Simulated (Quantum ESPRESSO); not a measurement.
Input and output of a self-consistent single point for LaGa3Pd2 (P6/mmm, 6 atoms in the cell) (Quantum ESPRESSO).

Computed with LDA (PZ), GBRV 1.5 ultrasoft (LDA) pseudopotentials (plane waves; Quantum ESPRESSO).

```
CELL_PARAMETERS angstrom
      5.44368     0.00000     0.00000
     -2.72184     4.71436     0.00000
      0.00000     0.00000     4.29021
ATOMIC_POSITIONS crystal
  La 0.00000 0.00000 0.00000
  Ga 0.50000 0.00000 0.50000
  Ga 0.50000 0.50000 0.50000
  Ga 0.00000 0.50000 0.50000
  Pd 0.66667 0.33333 0.00000
  Pd 0.33333 0.66667 0.00000
```

Reference input (self-consistent single point, DFT, PBEsol, plane waves, GBRV 1.5 ultrasoft (PBESOL) pseudopotentials): ecutwfc = 50 Ry; ecutrho = 400 Ry; occupations = smearing; smearing = gauss; degauss = 0.0036749 Ry; K_POINTS = automatic 6 6 7 0 0 0; conv_thr = 1e-11 Ry. This run's input differs from it in these lines:

```diff
@@ -22,5 +22,5 @@
 ATOMIC_SPECIES
-La   138.9055  la_pbesol_v1.uspp.F.UPF
-Ga    69.7230  ga_pbesol_v1.4.uspp.F.UPF
-Pd   106.4200  pd_pbesol_v1.4.uspp.F.UPF
+La   138.9055  la_lda_v1.uspp.F.UPF
+Ga    69.7230  ga_lda_v1.4.uspp.F.UPF
+Pd   106.4200  pd_lda_v1.4.uspp.F.UPF
 ATOMIC_POSITIONS {crystal}
```

The program printed (abridged):

```
     Self-consistent Calculation

     iteration #  1     ecut=    50.00 Ry     beta= 0.70

     negative rho (up, down):  1.387E-01 0.000E+00

     total energy              =   -1672.00960926 Ry
     estimated scf accuracy    <      90.32900529 Ry

     iteration #  2     ecut=    50.00 Ry     beta= 0.70

     negative rho (up, down):  1.453E-01 0.000E+00

     total energy              =   -1748.39657596 Ry
     estimated scf accuracy    <     168.75931277 Ry

     iteration #  3     ecut=    50.00 Ry     beta= 0.70

     negative rho (up, down):  1.506E-01 0.000E+00

     total energy              =   -1744.85931667 Ry
     estimated scf accuracy    <      37.44858580 Ry

   [... 12 blocks of this kind left out ...]

     iteration # 16     ecut=    50.00 Ry     beta= 0.70

     negative rho (up, down):  2.125E-01 0.000E+00

     total energy              =   -1745.08037911 Ry
     estimated scf accuracy    <          2.5E-09 Ry

     iteration # 17     ecut=    50.00 Ry     beta= 0.70

     negative rho (up, down):  2.125E-01 0.000E+00
     End of self-consistent calculation

   [... 5 lines left out ...]

   [... 5 lines left out ...]

     the Fermi energy is    14.5376 ev

!    total energy              =   -1745.08037911 Ry
     estimated scf accuracy    <          7.2E-12 Ry
     smearing contrib. (-TS)   =      -0.00003704 Ry
     internal energy E=F+TS    =   -1745.08034207 Ry

     convergence has been achieved in  17 iterations

     negative rho (up, down):  2.125E-01 0.000E+00

     Forces acting on atoms (cartesian axes, Ry/au):

     atom    1 type  1   force =     0.00000000   -0.00000000    0.00000000
   [... zero for the other atoms too ...]

     Total force =     0.000000     Total SCF correction =     0.000000

     negative rho (up, down):  2.125E-01 0.000E+00
          total   stress  (Ry/bohr**3)                   (kbar)     P=      -59.90
  -0.00041194   0.00000000  -0.00000000          -60.60        0.00       -0.00
   0.00000000  -0.00041194   0.00000000            0.00      -60.60        0.00
  -0.00000000   0.00000000  -0.00039767           -0.00        0.00      -58.50

   JOB DONE.
```

The run converged in 17 iterations. Against the reference run the pressure goes from -2.70 to -5.99 GPa.

The starting cell comes from a database of computed structures (which also holds hypothetical and non-ambient phases and stackings), without a prior relaxation at this level. Spin polarisation is off. With a pressure of about -6 GPa the cell is away from its equilibrium volume at this level.

Cost on one core of a shared machine: roughly 5 min.
